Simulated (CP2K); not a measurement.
```
BaAlGeH
1.0
    4.36041     0.00000     0.00000
   -2.18020     3.77622     0.00000
    0.00000     0.00000     5.22380
Ba Al Ge H
1 1 1 1
Cartesian
  0.00000   2.51748   0.56726
  0.00000   0.00000   3.35028
  2.18021   1.25874   2.88740
  0.00000   0.00000   5.08218
```

Method: PBEsol, GPW, DZVP-MOLOPT-SR-GTH basis, GTH-PBE potentials (GTH_POTENTIALS) run with CP2K 2026.2.

The set-up and first iterations of a CP2K log for BaAlGeH (P3m1, 4 atoms in the cell):

```
 GLOBAL| Method name                                                        CP2K
 GLOBAL| Project name                                                    baalgeh
 GLOBAL| Run type                                                   ENERGY_FORCE

 TOTAL NUMBERS AND MAXIMUM NUMBERS

  Total number of            - Atomic kinds:                                   4
                             - Atoms:                                          4
                             - Shell sets:                                     4
                             - Shells:                                        19
                             - Primitive Cartesian functions:                 19
                             - Cartesian basis functions:                     48
                             - Spherical basis functions:                     45

  Maximum angular momentum of- Orbital basis functions:                        2
   [... lines left out ...]
                        eps_scf:                                        1.00E-07
                        eps_diis:                                       1.00E-01
                        eps_eigval:                                     1.00E-05
                        level_shift [a.u.]:                             0.000000
                        added MOs                                         4    0
                        Mixing method:                            BROYDEN_MIXING
                                                charge density mixing in g-space
                        Smear method:                                FERMI_DIRAC
                        Electronic temperature [K]:                      11604.5
                        Electronic temperature [a.u.]:                  3.67E-02
                        Accuracy threshold:                             1.00E-10
                        No outer SCF

 Extrapolation method: initial_guess

 Number of electrons:                                                         18
 Number of occupied orbitals:                                                  9
 Number of molecular orbitals:                                                13

 Number of orbital functions:                                                 45
 Number of independent orbital functions:                                     45
 SCF WAVEFUNCTION OPTIMIZATION

  Step     Update method      Time    Convergence         Total energy    Change
     1 NoMix/Diag. 0.20E+00      -     2.19629989       -32.2899899241 -3.23E+01
     2 Broy./Diag. 0.20E+00      -     0.01634747       -32.2416728556  4.83E-02
     3 Broy./Diag. 0.20E+00      -     0.04433702       -32.1400302688  1.02E-01
     4 Broy./Diag. 0.20E+00      -     0.00507880       -32.1419601476 -1.93E-03
     5 Broy./Diag. 0.20E+00      -     0.00500720       -32.1268104640  1.51E-02
     6 Broy./Diag. 0.20E+00      -     0.00042487       -32.1253489398  1.46E-03
```

Problem. Will this run converge, and how will it end?

Solution. The run ended unconverged after 100 iterations. It gives no final result for the task that was set. The log goes on:

```
   [... 90 lines left out ...]
    97 Broy./Diag. 0.20E+00      -     0.00084366       -32.1235834786  1.30E-06
    98 Broy./Diag. 0.20E+00      -     0.00108581       -32.1235815580  1.92E-06
    99 Broy./Diag. 0.20E+00      -     0.00084902       -32.1235794649  2.09E-06
   100 Broy./Diag. 0.20E+00      -     0.00041119       -32.1235795057 -4.08E-08
  Leaving inner SCF loop after reaching   100 steps.

  Overlap energy of the core charge distribution:               0.00000000007170
  Self energy of the core charge distribution:                -67.65051024947634
  Core Hamiltonian energy:                                     13.98153177275833
  Hartree energy:                                              27.71669931890002
  Exchange-correlation energy:                                 -6.00648004774467
  Electronic entropic energy:                                  -0.16482029571724
  Fermi energy:                                                 0.22657597860984

  Total energy:                                               -32.12357950570509
  Total energy (extrapolated to T->0):                        -32.04116935784647

 *******************************************************************************
 *   ___                                                                       *
   [... lines left out ...]
 * /| |                                                                        *
 * / \                                                            qs_scf.F:702 *
 *******************************************************************************

 ===== Routine Calling Stack =====

            4 scf_env_do_scf
            3 qs_energies
            2 qs_forces
            1 CP2K
Abort(1) on node 0 (rank 0 in comm 0): application called MPI_Abort(MPI_COMM_WORLD, 1) - process 0
```

The starting cell comes from a database of computed structures (which also holds hypothetical and non-ambient phases and stackings), without a prior relaxation at this level. Its lattice was rescaled by up to half a per cent. One atom was moved a little off its site on purpose. Values carry the incompleteness of an atom-centred basis. The potentials were made for another functional than the one used.

The run was DFT PBEsol, GPW, DZVP-MOLOPT-SR-GTH basis, GTH-PBE potentials (GTH_POTENTIALS). Main settings of its input:

- CUTOFF = 500 Ry
- REL_CUTOFF = 50 Ry
- SMEAR/METHOD = FERMI_DIRAC
- ELECTRONIC_TEMPERATURE = 11604.5 K
- KPOINTS/SCHEME = MONKHORST-PACK 3 3 2
- GAMMA_CENTERED = T
- XC_FUNCTIONAL = PBE:PBESOL
- Ba/BASIS_SET = DZVP-MOLOPT-SR-GTH-q10
- Ba/POTENTIAL = GTH-PBE-q10
- Al/BASIS_SET = DZVP-MOLOPT-SR-GTH-q3
- Al/POTENTIAL = GTH-PBE-q3
- Ge/BASIS_SET = DZVP-MOLOPT-SR-GTH-q4
